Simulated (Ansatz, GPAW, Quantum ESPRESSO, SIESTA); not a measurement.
## Code comparison for YTe (Fm-3m, 2 atoms in the cell)

Self-consistent single point.

```
CELL_PARAMETERS angstrom
      0.00000     3.08034     3.08034
      3.08034     0.00000     3.08034
      3.08034     3.08034     0.00000
ATOMIC_POSITIONS crystal
  Y  0.00000 0.00000 0.00000
  Te 0.50000 0.50000 0.50000
```

Shared settings, as Ansatz (an electronic-structure program) writes them: kpoints.mp_grid.grid = 12 12 12; scf.occupations.method = fermi_dirac; scf.occupations.width = 0.1 eV. Potentials and cutoffs stand in the table.

```tsv
code	model	pressure (GPa)	cutoff
Quantum ESPRESSO	LDA (PZ), PSlibrary PAW (LDA) pseudopotentials	-4.10	45 Ry
GPAW	LDA (Perdew-Wang 92), GPAW PAW datasets LDA (gpaw-data 1.0.1)	-4.42	550 eV
Ansatz	LDA (PW92), PAW files made with PBE	-4.12	default
SIESTA	LDA PW92, numerical atomic orbitals DZP, PseudoDojo LDA standard norm-conserving potentials (rewritten from UPF to PSML)	-4.30	grid 400 Ry
```

On Ansatz's run: spin-orbit coupling is off.

The spread over the programs that give each value: pressure within 0.32 GPa.

SIESTA uses small atom-centred bases, whose incompleteness enters pressures, forces and empty levels differently from a plane-wave cutoff. Ansatz's pressure is given at a fixed set of plane waves, as the other plane-wave codes print theirs. The same LDA comes in different parametrisations, which differ slightly.

The starting cell comes from a database of computed structures (which also holds hypothetical and non-ambient phases and stackings), without a prior relaxation at this level.

Left out of this page: FLEUR (not drawn, or without a comparable value).

Keys are those of Ansatz 0.2.
